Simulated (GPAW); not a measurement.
# GPAW run on MgO (Fm-3m, 2 atoms in the cell): self-consistent single point

Method: PBE, GPAW PAW datasets PBE (gpaw-data 1.0.1) (plane waves; GPAW).

Input:

```python
from ase import Atoms
from ase.units import GPa
from gpaw import GPAW, PW, FermiDirac

atoms = Atoms(['Mg', 'O'],
              cell=[[0.000000, 2.098685, 2.098685],
                    [2.098685, 0.000000, 2.098685],
                    [2.098685, 2.098685, 0.000000]],
              scaled_positions=[[0.000000, 0.000000, 0.000000],
                                [0.500000, 0.500000, 0.500000]],
              pbc=True)

calc = GPAW(mode=PW(950),
            xc='PBE',
            kpts={'size': (8, 8, 8), 'gamma': True},
            occupations=FermiDirac(0.02),
            nbands=-4,
            convergence={'density': 1e-05, 'bands': -2},
            symmetry={'symmorphic': False, 'tolerance': 0.0005},
            maxiter=100,
            txt='-')

atoms.calc = calc

energy = atoms.get_potential_energy()
print('Energy (eV):', round(energy, 6))
forces = atoms.get_forces()
print('Forces (eV/Ang):')
print(forces.round(5))
stress = atoms.get_stress()
print('Stress (GPa, Voigt):', (stress / GPa).round(4))
```

Output (repeated stretches shortened):

```
Input parameters:
  convergence: {bands: -2,
                density: 1e-05}
  kpts: {gamma: True,
         size: (8, 8, 8)}
  maxiter: 100
  mode: {ecut: 950.0,
         name: pw}
  nbands: -4
  occupations: {fixmagmom: False,
                name: fermi-dirac,
                width: 0.02}
  symmetry: {symmorphic: False,
             tolerance: 0.0005}
  xc: PBE

species:
  Mg:
    name: Magnesium
    Z: 12.0
    valence: 10
    core: 2
    charge: 0.0
    file: Mg.PBE.gz

    # Using partial waves for Mg as LCAO basis

  O:
    name: Oxygen
    Z: 8.0
    valence: 6
    core: 2
    charge: 0.0
    file: O.PBE.gz

    # Using partial waves for O as LCAO basis

Reference energy: -7490.497190  # eV

Spin-paired calculation

Convergence criteria:
 Maximum [total energy] change in last 3 cyles: 0.0005 eV / valence electron
 Maximum integral of absolute [dens]ity change: 1e-05 electrons / valence electron
 Maximum integral of absolute [eigenst]ate change: 4e-08 eV^2 / valence electron
 Maximum number of scf [iter]ations: 100

Symmetries present (total): 48
Symmetries with fractional translations: 0
512 k-points: 8 x 8 x 8 Monkhorst-Pack grid + [1/16,1/16,1/16]
29 k-points in the irreducible part of the Brillouin zone
       k-points in crystal coordinates                weights
   0:     0.00000000    0.00000000    0.00000000          1/512
   1:     0.12500000    0.12500000    0.00000000          6/512
   2:     0.12500000    0.12500000    0.12500000          8/512
   [... 7 lines left out ...]
          ...
  28:     0.50000000    0.50000000    0.50000000          4/512

Wave functions: Plane wave expansion
  Cutoff energy: 950.000 eV
  Number of coefficients (min, max): 1211, 1249
  Pulay-stress correction: 0.000000 eV/Ang^3 (de/decut=0.000000)

Occupation numbers: Fermi-Dirac:
  width: 0.0200  # eV

Eigensolver

Densities:
  Coarse grid: 24*24*24 grid
  Fine grid: 48*48*48 grid
  Total Charge: 0.000000

Density mixing:
  Method: separate
  Backend: pulay
  Linear mixing parameter: 0.05
  old densities: 5
  Damping of long wavelength oscillations: 50

Hamiltonian:
  XC and Coulomb potentials evaluated on a 48*48*48 grid
  External potential:
    NoExternalPotential

XC parameters: PBE with 2 nearest neighbor stencil

Number of atoms: 2
Number of atomic orbitals: 12
Number of bands in calculation: 12
Number of valence electrons: 16
Bands to converge: 10

Density initialized from atomic densities
  12 bands from LCAO basis set

Atomic positions and initial magnetic moments

Positions:
   0 Mg     0.000000    0.000000    0.000000    ( 0.0000,  0.0000,  0.0000)
   1 O      2.098685    2.098685    2.098685    ( 0.0000,  0.0000,  0.0000)

Unit cell:
           periodic     x           y           z      points  spacing
  1. axis:    yes    0.000000    2.098685    2.098685    24     0.1010
  2. axis:    yes    2.098685    0.000000    2.098685    24     0.1010
  3. axis:    yes    2.098685    2.098685    0.000000    24     0.1010

  Lengths:   2.967989   2.967989   2.967989
  Angles:   60.000000  60.000000  60.000000

Effective grid spacing dv^(1/3) = 0.1102

     iter     time        total  log10-change:
                         energy   eigst   dens
iter:   1 --:--:--   -13.467941   +1.18
iter:   2 --:--:--   -13.144994   +0.57  -1.02
iter:   3 --:--:--   -12.240294   -0.29  -1.08
iter:   4 --:--:--   -12.435325   -0.65  -1.37
iter:   5 --:--:--   -12.198155   -1.25  -1.46
iter:   6 --:--:--   -12.201051   -2.50  -2.11
iter:   7 --:--:--   -12.205297c  -3.07  -2.48
iter:   8 --:--:--   -12.198987c  -1.57  -2.26
iter:   9 --:--:--   -12.198940c  -4.23  -3.32
iter:  10 --:--:--   -12.198930c  -5.23  -3.31
iter:  11 --:--:--   -12.198908c  -5.19  -3.52
iter:  12 --:--:--   -12.198908c  -6.24  -4.75
iter:  13 --:--:--   -12.198908c  -7.27  -4.89
iter:  14 --:--:--   -12.198908c  -7.27  -4.92
iter:  15 --:--:--   -12.198908c  -8.27c -4.88
iter:  16 --:--:--   -12.198908c  -1.14  -5.60c
iter:  17 --:--:--   -12.198908c  -2.54  -5.65c
iter:  18 --:--:--   -12.198908c  -3.29  -5.54c
iter:  19 --:--:--   -12.198908c  -3.92  -5.65c
iter:  20 --:--:--   -12.198908c  -4.55  -6.56c
iter:  21 --:--:--   -12.198908c  -5.43  -6.81c
iter:  22 --:--:--   -12.198908c  -6.36  -7.02c
iter:  23 --:--:--   -12.198908c  -7.64c -7.10c

Converged after 23 iterations.

Dipole moment: (-0.000000, -0.000000, -0.000000) |e|*Ang

Energy contributions relative to reference atoms: (reference = -7490.497190)

Kinetic:        +13.148459
Potential:      -11.131137
External:        +0.000000
XC:             -14.409198
Entropy (-ST):   -0.000000
Local:           +0.192967
SIC:             +0.000000
--------------------------
Free energy:    -12.198908
Extrapolated:   -12.198908

Showing only first 2 kpts
 Kpt  Band  Eigenvalues  Occupancy
  0     6      4.98803    2.00000
  0     7      4.98803    2.00000
  0     8      9.85893    0.00000
  0     9     20.87919    0.00000

  1     6      4.75413    2.00000
  1     7      4.75413    2.00000
  1     8     11.06574    0.00000
  1     9     18.67159    0.00000

Fermi level: 6.40245

Gap: 4.871 eV
Transition (v -> c):
  (s=0, k=0, n=7, [0.00, 0.00, 0.00]) -> (s=0, k=0, n=8, [0.00, 0.00, 0.00])
No difference between direct/indirect transitions
Energy (eV): -12.198908

Forces in eV/Ang:
  0 Mg    0.00000    0.00000    0.00000
  1 O    -0.00000    0.00000    0.00000

Stress tensor:
    -0.041688     0.000000     0.000000
     0.000000    -0.041688     0.000000
     0.000000     0.000000    -0.041688
Stress (GPa, Voigt): [-6.6791 -6.6791 -6.6791  0.      0.      0.    ]
```

The run converged in 23 iterations. GPAW prints stress with tension positive.

At such cutoffs GPAW's stress carries a finite-basis (Pulay) error, which enters relaxed cells too; its log prints stress with tension positive.

The starting cell has typed, rounded lattice constants, without a prior relaxation at this level. Its lattice was rescaled by up to half a per cent.
